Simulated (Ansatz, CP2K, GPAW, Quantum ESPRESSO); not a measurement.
# La (P6_3/mmc, 4 atoms in the cell) computed with different codes at matched settings

Self-consistent single point.

```yaml
crystal:
  lattice:
    - [1.88500, -3.26492, 0.00000]
    - [1.88500, 3.26492, 0.00000]
    - [0.00000, 0.00000, 12.16000]
  atoms:
    - { symbol: La, position: [0.00000, 0.00000, 0.50000] }
    - { symbol: La, position: [0.00000, 0.00000, 0.00000] }
    - { symbol: La, position: [0.33333, 0.66667, 0.25000] }
    - { symbol: La, position: [0.66667, 0.33333, 0.75000] }
```

Shared settings, as Ansatz (a program for electronic structure) writes them: kpoints.mp_grid.grid = 7 7 2; scf.occupations.method = fermi_dirac; scf.occupations.width = 0.0073 Ry. Potentials and cutoffs stand in the table.

```
code                                                                                             model  pressure (GPa)       cutoff
----------------  ------------------------------------------------------------------------------------  --------------  -----------
Ansatz                                                     LDA (PW92), default PAW files made with PBE           -3.61      default
GPAW                                     LDA (Perdew-Wang 92), GPAW PAW datasets LDA (gpaw-data 1.0.1)           -3.49       850 eV
CP2K              LDA (Pade form), GPW, DZVP-MOLOPT-SR-GTH basis, GTH-PADE potentials (GTH_POTENTIALS)           -1.87  grid 500 Ry
Quantum ESPRESSO                                   LDA (PZ), GBRV 1.5 ultrasoft (LDA) pseudopotentials           -3.44        40 Ry
```

The spread over the programs that give each value: pressure within 1.74 GPa.

CP2K uses small atom-centred bases, whose incompleteness enters pressures, forces and empty levels differently from a plane-wave cutoff. Ansatz's pressure is given at a fixed set of plane waves, as the other plane-wave codes print theirs. The same LDA comes in different parametrisations, which differ slightly. In the pressure, CP2K (by 1.62) lies more than 1 GPa from the median of the plane-wave programs.

The starting cell has typed, rounded lattice constants, without a prior relaxation at this level.

Left out of this page: Elk (not drawn, or without a comparable value).

Keys are those of Ansatz 0.2.
